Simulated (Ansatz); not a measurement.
Start from SiC in the zinc blende structure (space group F-43m, No. 216).

```yaml
crystal:
  lattice:
    - [0.00000, 2.17843, 2.17843]
    - [2.17843, 0.00000, 2.17843]
    - [2.17843, 2.17843, 0.00000]
  atoms:
    - { symbol: Si, position: [0.00000, 0.00000, 0.00000] }
    - { symbol: C, position: [0.25000, 0.25000, 0.25000] }
```

Cartesian axes are those of the cell as printed.

Calculations: PBEsol (Ansatz, an electronic-structure program), scalar-relativistic without spin-orbit coupling.

Strains are applied to the cell and any free atomic positions relax.

One change was made to it. Results:

The band gap decreases by 0.29 eV, from 1.24 eV to 0.95 eV; the valence-band top at Γ (three highest levels, from the VBM) changes from 0.00, 0.00, 0.00 eV to 0.00, -0.22, -0.40 eV; the smallest direct gap falls by 0.448 eV to 4.01 eV.

Question: Name the change that was made.
A. tensor shear ε_xy = +1.14 %
B. tensor shear ε_xy = +2.00 %
C. tensor shear ε_xy = +0.29 %
D. tensor shear ε_xy = +0.57 %

Answer: B, tensor shear ε_xy = +2.00 %. For comparison, the band gap in the other runs: tensor shear ε_xy = +0.29 % gives 1.21 eV; tensor shear ε_xy = +1.14 % gives 1.10 eV; tensor shear ε_xy = +0.57 % gives 1.18 eV.

Whether these cells are dynamically stable was not tested.
